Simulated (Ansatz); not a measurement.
The reference is BaYAgTe₃ (space group Cmcm, No. 63; a = 4.4492 Å, b = 14.7934 Å, c = 11.2755 Å). Axes: x, y, z lie along a, b, c of the conventional cell.

Calculations: Kohn–Sham DFT with the PBEsol functional, run in Ansatz (an electronic-structure program) with PAW and 420 eV plane waves, no spin-orbit coupling.

Strains are applied to the cell and any free atomic positions relax; under stress the whole cell relaxes.

One change was made to it. Results:

```tsv
quantity	base	after
shortest interatomic distance	2.766 Å	2.759 Å
band gap	0.58 eV	0.45 eV
smallest direct gap	0.92 eV	0.81 eV
energy relative to the base (free energy F)	0 meV/atom	+3.6 meV/atom
```

Task: Which change produced these results?
A. uniaxial stress, 1 GPa tension along z
B. strain tensor (xx, yy, zz, yz, xz, xy) = (−1.88, +0.12, −0.38, −0.39, −0.61, +0.38) %
C. isotropic strain −4.60 %

Result: B, strain tensor (xx, yy, zz, yz, xz, xy) = (−1.88, +0.12, −0.38, −0.39, −0.61, +0.38) %. For comparison, the band gap in the other runs: uniaxial stress, 1 GPa tension along z gives 0.59 eV; isotropic strain −4.60 % gives 0.15 eV.

With Te present, leaving out spin-orbit coupling can change the band edges. Beyond what the load breaks, stability against distortions was not tested. A zero or small gap of BaYAgTe3 under isotropic strain −4.60 % can be the functional's error rather than a property of the material.
